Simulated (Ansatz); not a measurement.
**TiCo in the CsCl type structure (space group Pm-3m, No. 221; ferromagnetic)**

```
TiCo
1.0
    2.98577     0.00000     0.00000
    0.00000     2.98577     0.00000
    0.00000     0.00000     2.98577
Ti Co
1 1
Direct
  0.00000   0.00000   0.00000
  0.50000   0.50000   0.50000
```

Calculations: Kohn–Sham DFT with the PBE functional, run in Ansatz (a quantum-chemistry and plane-wave program) with PAW and 420 eV plane waves, no spin-orbit coupling. Settings: 16×16×16 k-points, 0.05 eV Fermi–Dirac smearing.

The volume per atom comes out as 13.31 Å³ and the density is 6.66 g/cm³. The band gap is zero, the magnetic state is ferromagnetic and the total energy is -3813.313 eV/atom (σ→0; compares only within this code and set-up).

Other magnetic orders, which the real material may have, were not ruled out. No phonon test of stability was made.
